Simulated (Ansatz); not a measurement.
Electronic density of states of amorphous Hf₁₈O₃₉In₂, density 8.80 g/cm³, on a 2×2×2 Γ-centred mesh with a Gaussian width of 0.1 eV; energies count from the Fermi level, whose place inside the gap is arbitrary. Cell and mesh are small, so fine structure isn't converged. These are PBE, scalar-relativistic without spin-orbit coupling (plane waves to 420 eV, PAW; Ansatz, a quantum-chemistry and plane-wave program) values and carry that method's errors. Sampling: a 2×2×2 Γ-centred mesh; Fermi-Dirac width 0.02 eV; no spin polarisation. At PBE the levels at the filled edge of the gap are localised (band-tail or defect states).

A CHGNet melt-quench gave the starting glass, which DFT then relaxed. O atoms were pushed apart under 1.9 Å during the dynamics, to hinder bonds among them. The hot cell started wider than the set density and was brought back towards it in steps. It is the lowest in DFT energy of 2 quenches. It is a model cell: composition and starting density were chosen by hand, and all elements were melted together. No dispersion term was used. Its density started from a set value of 8.80 and ended at 8.80 g/cm³. The simulated quench (nominally 380 K/ps over its main leg) is rapid and tends to freeze in more defects than a deposited or slowly cooled glass has. One small periodic cell is one sample of the glass; other quenches scatter about these values. The volume was held where the preparation left it and the shape relaxed, at a PBE pressure of -3.8 GPa (tension). Stress components on the final sampling reach 3.8 GPa.

(E - EF (eV), states/(eV atom)): (-12.00, 6.32); (-11.90, 1.92); (-11.80, 0.17); (-11.70, 0.00); (-11.60, 0.00); (-11.50, 0.00); (-11.40, 0.00); (-11.30, 0.00); (-11.20, 0.00); (-11.10, 0.00); (-11.00, 0.00); (-10.90, 0.00); (-10.80, 0.00); (-10.70, 0.00); (-10.60, 0.00); (-10.50, 0.00); (-10.40, 0.00); (-10.30, 0.00); (-10.20, 0.00); (-10.10, 0.00); (-10.00, 0.00); (-9.90, 0.00); (-9.80, 0.00); (-9.70, 0.00); (-9.60, 0.00); (-9.50, 0.00); (-9.40, 0.00); (-9.30, 0.00); (-9.20, 0.00); (-9.10, 0.00); (-9.00, 0.00); (-8.90, 0.00); (-8.80, 0.00); (-8.70, 0.00); (-8.60, 0.00); (-8.50, 0.00); (-8.40, 0.00); (-8.30, 0.00); (-8.20, 0.00); (-8.10, 0.00); (-8.00, 0.00); (-7.90, 0.00); (-7.80, 0.00); (-7.70, 0.00); (-7.60, 0.00); (-7.50, 0.00); (-7.40, 0.00); (-7.30, 0.03); (-7.20, 0.11); (-7.10, 0.19); (-7.00, 0.21); (-6.90, 0.12); (-6.80, 0.05); (-6.70, 0.12); (-6.60, 0.23); (-6.50, 0.35); (-6.40, 0.45); (-6.30, 0.48); (-6.20, 0.53); (-6.10, 0.61); (-6.00, 0.66); (-5.90, 0.69); (-5.80, 0.77); (-5.70, 0.85); (-5.60, 0.83); (-5.50, 0.80); (-5.40, 0.77); (-5.30, 0.78); (-5.20, 0.85); (-5.10, 0.89); (-5.00, 0.86); (-4.90, 0.90); (-4.80, 0.90); (-4.70, 0.84); (-4.60, 0.87); (-4.50, 0.87); (-4.40, 0.79); (-4.30, 0.79); (-4.20, 0.78); (-4.10, 0.80); (-4.00, 0.85); (-3.90, 0.84); (-3.80, 0.84); (-3.70, 0.88); (-3.60, 0.96); (-3.50, 0.94); (-3.40, 0.89); (-3.30, 0.82); (-3.20, 0.88); (-3.10, 0.97); (-3.00, 0.95); (-2.90, 0.98); (-2.80, 0.98); (-2.70, 0.96); (-2.60, 1.00); (-2.50, 0.98); (-2.40, 0.89); (-2.30, 0.89); (-2.20, 0.86); (-2.10, 0.83); (-2.00, 0.63); (-1.90, 0.32); (-1.80, 0.12); (-1.70, 0.23); (-1.60, 0.29); (-1.50, 0.10); (-1.40, 0.01); (-1.30, 0.00); (-1.20, 0.00); (-1.10, 0.00); (-1.00, 0.00); (-0.90, 0.00); (-0.80, 0.00); (-0.70, 0.00); (-0.60, 0.00); (-0.50, 0.00); (-0.40, 0.00); (-0.30, 0.00); (-0.20, 0.00); (-0.10, 0.00); (0.00, 0.00); (0.10, 0.00); (0.20, 0.00); (0.30, 0.00); (0.40, 0.00); (0.50, 0.00); (0.60, 0.00); (0.70, 0.00); (0.80, 0.00); (0.90, 0.00); (1.00, 0.00); (1.10, 0.00); (1.20, 0.00); (1.30, 0.00); (1.40, 0.00); (1.50, 0.02); (1.60, 0.07); (1.70, 0.15); (1.80, 0.22); (1.90, 0.17); (2.00, 0.04); (2.10, 0.00); (2.20, 0.02); (2.30, 0.12); (2.40, 0.21); (2.50, 0.28); (2.60, 0.30); (2.70, 0.33); (2.80, 0.40); (2.90, 0.44); (3.00, 0.55); (3.10, 0.61); (3.20, 0.61); (3.30, 0.64); (3.40, 0.69); (3.50, 0.75); (3.60, 0.74); (3.70, 0.73); (3.80, 0.72); (3.90, 0.77); (4.00, 0.78); (4.10, 0.76); (4.20, 0.73); (4.30, 0.68); (4.40, 0.67); (4.50, 0.63); (4.60, 0.67); (4.70, 0.73); (4.80, 0.71); (4.90, 0.68); (5.00, 0.70)

The level gap on this mesh is 3.12 eV; the broadening fills part of it in the curve.
